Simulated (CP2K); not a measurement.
Band structure of BaSiO3 (C2/c, 30 atoms in the cell).

```
CELL_PARAMETERS angstrom
      7.51985     0.00000     0.00000
      3.74336     6.52193     0.00000
     -3.65741    -2.11781    10.57357
ATOMIC_POSITIONS crystal
  Ba 0.50000 0.00000 0.50000
  Ba 0.00000 0.50000 0.00000
  Ba 0.84988 0.32568 0.49905
  Ba 0.15012 0.67432 0.50095
  Ba 0.67432 0.15012 0.00095
  Ba 0.32568 0.84988 0.99905
  Si 0.65539 0.58181 0.24650
  Si 0.34461 0.41819 0.75350
  Si 0.41819 0.34461 0.25350
  Si 0.58181 0.65539 0.74650
  Si 0.17960 0.82040 0.25000
  Si 0.82040 0.17960 0.75000
  O  0.80212 0.62640 0.37822
  O  0.19788 0.37360 0.62178
  O  0.37360 0.19788 0.12178
  O  0.62640 0.80212 0.87822
  O  0.71212 0.53744 0.11312
  O  0.28788 0.46256 0.88688
  O  0.46256 0.28788 0.38688
  O  0.53744 0.71212 0.61312
  O  0.41705 0.78437 0.24814
  O  0.58295 0.21563 0.75186
  O  0.21563 0.58295 0.25186
  O  0.78437 0.41705 0.74814
  O  0.12114 0.96788 0.38213
  O  0.87886 0.03212 0.61787
  O  0.03212 0.87886 0.11787
  O  0.96788 0.12114 0.88213
  O  0.61948 0.38052 0.25000
  O  0.38052 0.61948 0.75000
```

Level of theory: LDA (Pade form), GPW, DZVP-MOLOPT-SR-GTH basis, GTH-PADE potentials (GTH_POTENTIALS) (CP2K).

Settings: CUTOFF = 500 Ry; REL_CUTOFF = 50 Ry; KPOINTS/SCHEME = MONKHORST-PACK 3 3 2; GAMMA_CENTERED = T; XC_FUNCTIONAL = PADE; Ba/BASIS_SET = DZVP-MOLOPT-SR-GTH-q10; Ba/POTENTIAL = GTH-PADE-q10; Si/BASIS_SET = DZVP-MOLOPT-SR-GTH-q4; Si/POTENTIAL = GTH-PADE-q4; O/BASIS_SET = DZVP-MOLOPT-SR-GTH-q6; O/POTENTIAL = GTH-PADE-q6; METHOD = GPW; EPS_DEFAULT = 1e-11; EXTRAPOLATION = USE_GUESS.

The starting cell comes from a database of computed structures (which also holds hypothetical and non-ambient phases and stackings), without a prior relaxation at this level. Values carry the incompleteness of an atom-centred basis.

Problem. Predict the gap along the standard path and the places of the band edges.

Solution. The gap along the path is 4.52 eV, from N|M to Γ; the smallest direct gap on it is 4.56 eV.

Levels in eV from the top of the valence band on the SCF mesh, bands 93 to 97:
| point | 93 | 94 | 95 | 96 | 97 |
|---|---|---|---|---|---|
| Γ | -0.29 | -0.14 | -0.12 | -0.03 | 4.53 |
| Y | -0.19 | -0.15 | -0.11 | -0.07 | 5.69 |
| F | -0.20 | -0.15 | -0.14 | -0.06 | 5.62 |
| L | -0.28 | -0.28 | -0.10 | -0.10 | 5.82 |
| Z | -0.22 | -0.22 | -0.06 | -0.06 | 5.10 |

Higher empty bands are left out: an atom-centred basis made for the valence describes them poorly.
